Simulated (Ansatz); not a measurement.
Troubleshooting Ansatz (a first-principles code): a failed run on TaTlO₃ (Pnma, 20 atoms in the cell). The aim is a self-consistent single point with DFT, PBE, plane waves, default PAW files.

Cell that was meant: a = 5.7798 Å, b = 8.1553 Å, c = 5.7605 Å, α = 90.00°, β = 90.00°, γ = 90.00°.

Part of the input:

```yaml
    - [5.77977100, 0.00000000, 0.00000000]
    - [0.00000000, 8.15525100, 0.00000000]
    - [0.00000000, 0.00000000, 5.76047800]
 atoms:
    - { symbol: Tl, position: [0.48770000, 0.25000000, 0.99160000] }
    - { symbol: Tl, position: [0.98770000, 0.25000000, 0.50840000] }
    - { symbol: Tl, position: [0.51230000, 0.75000000, 0.00840000] }
```

The program printed (abridged):

```
Error: YAML parse error: error: line 3 column 3: crystal: missing field `atoms` (a structure is typed as `lattice` and `atoms`, a molecule's as `atoms` in Å alone, or read from a run's directory, `checkpoint`)
 --> <input>:3:3
  |
1 | # TaTlO3
2 | crystal:
3 |   lattice:
  |   ^ crystal: missing field `atoms` (a structure is typed as `lattice` and `atoms`, a molecule's as `atoms` in Å alone, or read from a run's directory, `checkpoint`)
4 |     - [5.77977100, 0.00000000, 0.00000000]
5 |     - [0.00000000, 8.15525100, 0.00000000]
  |
```

From the messages shown, name the fault and mend the input.

The fault is broken indentation. In YAML the indentation decides which section a key belongs to. To fix it, restore the indentation. The program stopped before any SCF iteration.

An input that runs soundly differs in these lines (not the only fix; some lines may just follow from the change or write a value another way):
```diff
- atoms:
+  atoms:
```

With that input, the run converged in 7 iterations: free energy E − TS (on the zero of these files) -92324.6915 eV; pressure -2.13 GPa; largest force (vector length) 1.759 eV/Å (DFT, PBE, plane waves, default PAW files).

On the sound input: the starting cell was generated: these elements placed on a structure prototype, without a prior relaxation; it need not be a known phase or ordering of this composition. Spin polarisation is off. Forces in this geometry exceed 1 eV/Å. Ansatz's pressure includes its estimate of the finite-basis (Pulay) stress. Without the estimate this run gives -2.69 GPa.
